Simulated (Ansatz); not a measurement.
A hypothetical phase is included: elements placed on a structure type, which no database files for this compound.

```
O2Si
1.0
    2.83496     0.00000     0.00000
    0.00000     8.13245     0.00000
    0.00000     0.00000     2.83496
Si O
2 4
Direct
  0.00000   0.00000   0.00000
  0.50000   0.50000   0.50000
  0.50000   0.89534   0.00000
  0.50000   0.39534   0.00000
  0.00000   0.60466   0.50000
  0.00000   0.10466   0.50000
```

The cell was relaxed by PBE-D3(BJ); by r2SCAN it stands under a pressure of -4.0 GPa.

Transport runs along the normal of the first two printed cell vectors, the (100) plane of the conventional cell.

No gap correction and no spin-orbit coupling; mid-gap is the computed energy nearest the middle.

Question: Estimate the band gap and the smallest decay constant κ at mid-gap that r2SCAN (Ansatz, a first-principles code) returns for this system.

Answer: Gap 5.80 eV on a 10×4×10 mesh; κ = 0.413 1/Å, at the zone centre.
